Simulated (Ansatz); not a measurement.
**ZrN (model structure, started from the NbAs type, I4₁md, No. 109, 4 atoms in the cell): properties by level of theory**

```tsv
level (code)	lattice parameter a (Å)	lattice parameter c (Å)
PBE (Ansatz)	3.000	11.036
PBEsol (Ansatz)	2.970	10.931
PBE-D3(BJ) (Ansatz)	2.976	…
```

Task: Some entries are withheld; supply them.

Result: 
- PBE-D3(BJ) (Ansatz, a program for electronic structure), lattice parameter c (Å): 10.947

Ansatz's density-functional and Hartree–Fock values are scalar-relativistic unless marked +SOC, with PAW data made under PBE.

Static lattice: no zero-point or thermal effects.

A model structure was made by putting elements into a prototype or built by hand; it is no filed structure, need not be a known phase, and can be a saddle point held by its symmetry.
